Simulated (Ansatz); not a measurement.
MgO under load (space group I4/mmm), r2SCAN, rigid bands (Ansatz, an electronic-structure program). Condition of this run: biaxial stress in (001) of 9 GPa (compression positive) (the target of the relaxation). Band gap 5.89 eV, N_c = 5.77e18 cm⁻³ and N_v = 7.75e19 cm⁻³ at 300 K, conductivity masses along x (a = (0.00, 2.06, 2.14) Å; b = (2.06, 0.00, 2.14) Å; c = (2.06, 2.06, 0.00) Å) of 0.394 mₑ (electrons) and 2.28 mₑ (holes). Take k_BT = 0.02585 eV.

**Question.** What thermal injection velocity √(2k_BT/πm) limits a ballistic channel along the direction named?

**Answer.** 8.57e6 cm/s for electrons and 3.56e6 cm/s for holes, a ratio of √(m_h/m_e) = 2.41, for dilute carriers.

**Question.** A film of it is 2 nm thick, with its normal along the direction named. Estimate the confinement energies in an infinite well.

**Answer.** ħ²π²/(2m t²) = 0.376 eV·nm²/(m/mₑ × t²) gives 239 meV for electrons and 41.2 meV for holes, so the gap would widen to about 6.17 eV. Finite barriers and nonparabolic bands lower this, and with several valleys or bands the heaviest mass along the normal sets the lowest level, not this average.

**Question.** Find the intrinsic carrier density and the intrinsic Fermi level.

**Answer.** n_i = √(N_c N_v) exp(−E_g/2k_BT) = 2.11e19 × exp(−113.92) = 7.1e-31 cm⁻³. The level lies (k_BT/2) ln(N_v/N_c) = 34 meV from mid-gap (positive towards the conduction band). Each 0.1 eV added to the gap lowers n_i by a factor of 6.9.

Rigid bands with the computed gap; masses take one relaxation time for all states. Spin-orbit coupling is left out. Geometry: cell and atoms relaxed with PBEsol.
